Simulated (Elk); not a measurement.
Band structure of LaSi2Ir2 (I4/mmm, 5 atoms in the cell).

```yaml
crystal:
  lattice:
    - [-2.06493, 2.06493, 5.17361]
    - [2.06493, -2.06493, 5.17361]
    - [2.06493, 2.06493, -5.17361]
  atoms:
    - { symbol: La, position: [0.00000, 0.00000, 0.00000] }
    - { symbol: Si, position: [0.62904, 0.62904, 0.00000] }
    - { symbol: Si, position: [0.37096, 0.37096, 0.00000] }
    - { symbol: Ir, position: [0.25000, 0.75000, 0.50000] }
    - { symbol: Ir, position: [0.75000, 0.25000, 0.50000] }
```

Level of theory: PBEsol, all-electron FP-LAPW, Elk's shipped species files, LAPW+lo basis (Elk).

Settings: xctype = 22; rgkmax = 8; stype = 0; swidth = 0.00999582 Ha; ngridk = 9 9 9; gmaxvr = 16 1/bohr; nxoapwlo = 1; rmtscf = 0.86.

The starting cell comes from a database of computed structures (which also holds hypothetical and non-ambient phases and stackings), without a prior relaxation at this level. Spin-orbit coupling is off. Spin polarisation is off. Values depend on the basis (sphere radii, cutoffs, local orbitals), which need not be converged.

Levels in eV from the Fermi level, bands 36 to 43:
| point | 36 | 37 | 38 | 39 | 40 | 41 | 42 | 43 |
|---|---|---|---|---|---|---|---|---|
| Γ | -1.28 | -1.27 | -1.27 | -0.76 | 0.39 | 1.65 | 1.65 | 2.72 |
| X | -1.87 | -1.84 | -1.80 | -0.79 | 0.84 | 0.87 | 1.81 | 2.59 |
| Y | -2.45 | -1.89 | -1.05 | -0.86 | 0.85 | 0.86 | 2.01 | 2.59 |
| S | -2.81 | -2.74 | -0.17 | 0.20 | 0.27 | 2.31 | 2.33 | 2.72 |
| Z | -0.35 | -0.35 | -0.29 | 0.39 | 1.52 | 2.23 | 2.32 | 2.53 |
| S1 | -2.81 | -2.74 | -0.17 | 0.20 | 0.27 | 2.31 | 2.33 | 2.72 |
| N | -2.94 | -2.37 | -1.54 | 0.00 | 1.40 | 1.83 | 2.41 | 2.75 |
| P | -1.86 | -1.85 | -1.26 | -1.26 | 0.86 | 0.86 | 1.80 | 2.67 |
| Y1 | -2.45 | -1.89 | -1.05 | -0.86 | 0.85 | 0.86 | 2.01 | 2.59 |

Bands cross the Fermi level along this path, so the cell is metallic at this level.
